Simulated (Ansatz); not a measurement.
# Pressure series in Rh

Take Rh in the fcc (Cu type) structure (space group Fm-3m, No. 225) as the base.

```
Rh
1.0
    0.00000     1.91513     1.91513
    1.91513     0.00000     1.91513
    1.91513     1.91513     0.00000
Rh
1
Direct
  0.00000   0.00000   0.00000
```

Cell and atoms are relaxed at each pressure.

Level of theory: Ansatz (a first-principles code) PBE, spin-orbit coupling left out, earlier PAW set.

Notes on the quantities. enthalpy: H = E + PV relative to the base's energy.

```
change                  enthalpy      density
-----------------  -------------  -----------
base                           –  12.16 g/cm³
pressure −2 GPa    -0.18 eV/atom  12.07 g/cm³
pressure −1 GPa    -0.09 eV/atom  12.12 g/cm³
pressure 0.9 GPa   +0.08 eV/atom  12.21 g/cm³
pressure 2.1 GPa   +0.18 eV/atom  12.26 g/cm³
pressure 4.5 GPa   +0.39 eV/atom  12.37 g/cm³
pressure 9 GPa     +0.78 eV/atom          [?]
pressure 15 GPa    +1.28 eV/atom  12.80 g/cm³
pressure 22.5 GPa  +1.90 eV/atom  13.08 g/cm³
pressure 30 GPa    +2.50 eV/atom  13.34 g/cm³
```

### Question
Complete the table.

### Answer

- pressure 9 GPa, density: 12.56 g/cm³

Load acts through the strain it causes; cell and atoms are relaxed under it. No phonon test of stability was made. No other phases were tried under pressure. All final runs are without spin polarisation.
